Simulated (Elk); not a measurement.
Elk is run on HfMg (P4/mmm, 2 atoms in the cell), and the run fails. The aim is a self-consistent single point with DFT, PBEsol, all-electron FP-LAPW, Elk's shipped species files, APW+lo basis with extra local orbitals.

Cell that was meant: a = 3.1151 Å, b = 3.1151 Å, c = 4.4647 Å, α = 90.00°, β = 90.00°, γ = 90.00°.

Part of the input:

```
rmtscf
  0.99

mixtype
  2

lmaxi
  4
```

Output (repeated stretches shortened):

```
│ Elk code version 10.2.4 started │

│ Current task : 0 │

Info(findsymcrys): atomic basis shift (lattice) :
  0.5000000000      0.5000000000      0.5000000000
See GEOMETRY.OUT for new atomic positions

Error(getmixdata): mixtype not defined :        2
```

Question: Read the log: what does the program object to, and what is the fix?

Answer: The fault is a value outside the range that the key allows. The key takes a closed set or range of values. To fix it, use an allowed value. The program stopped before any SCF iteration.

The sound input it was made from differs as follows (other fixes are possible):
```diff
-mixtype
-  2
-
```

With that input, the run converged in 16 iterations: total energy -416149.0969 eV; Fermi level (on the code's own zero) 6.50 eV (DFT, PBEsol, all-electron FP-LAPW, Elk's shipped species files, APW+lo basis with extra local orbitals).

On the sound input: the starting cell comes from a database of computed structures (which also holds hypothetical and non-ambient phases and stackings), without a prior relaxation at this level. Values depend on the basis (sphere radii, cutoffs, local orbitals), which need not be converged.
